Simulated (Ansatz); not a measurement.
# PBE against r2SCAN: BaTiO3, Ti → Zr

Consider BaTiO₃ in the cubic perovskite structure (space group Pm-3m, No. 221; a = 4.019 Å).

(Cell as relaxed with PBE.)

Levels (all Ansatz, a first-principles code, PAW, earlier PAW set): PBE (420 eV, without spin-orbit coupling); r2SCAN (500 eV, spin-orbit coupling left out).

Each level relaxes its own structure.

```
base                      PBE    r2SCAN
-------------------  --------  --------
volume per atom      12.99 Å³  12.75 Å³
lattice parameter a   4.019 Å   3.994 Å
band gap              1.79 eV   2.18 eV
```

Perturbation: every Ti is replaced by Zr, then cell and atoms are relaxed.

```tsv
quantity	PBE	r2SCAN
band gap	3.19 eV	3.74 eV
shift of the gap caused by the change	+1.40 eV	+1.56 eV
volume per atom	15.11 Å³	14.87 Å³
```

PBE's band gap lies 0.55 eV below r2SCAN's; PBE's shift of the gap caused by the change lies 0.16 eV below r2SCAN's; PBE's volume per atom lies 0.24 Å³ above r2SCAN's (1.6 %). Neither level is exact; r2SCAN is the comparison here, not a measurement.

No phonon test of stability was made. The final runs are not spin-polarised. Many cubic perovskites are stable only at high temperature; tilts and polar distortions were not tested. This is not the structure that BaTiO3 has at room temperature and ambient pressure.
